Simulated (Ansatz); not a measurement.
Input:

End structure of a constructed model of the (100) surface of fcc Ir, a pseudomorphic layer of Au in the host's stacking (bottom of the slab: a bare face, its two planes held):

```xyz
7
Lattice="2.7372 0.0000 0.0000 0.0000 2.7372 0.0000 0.0000 0.0000 28.0000" Properties=species:S:1:pos:R:3 pbc="T T T"
Ir     1.3686     1.3686     8.0882
Ir     0.0000     0.0000    10.0237
Ir     1.3686     1.3686    11.9478
Ir     0.0000     0.0000    13.8990
Ir     1.3686     1.3686    15.8467
Ir     0.0000     0.0000    17.6987
Au     1.3686     1.3686    19.8617
```

Set-up: 7 atoms, 11.8 Å thick at the start; mesh 14x14x1; 0.1 eV smearing; dipole correction on; 2 atoms held, the rest relaxed; symmetry of the start imposed; no spin, no spin-orbit, no U. It is one candidate, not shown to be the stable structure of the face.

Question: What is the computed work function of the top face (PBE in Ansatz, a program for electronic structure)?

Answer: 5.22 eV
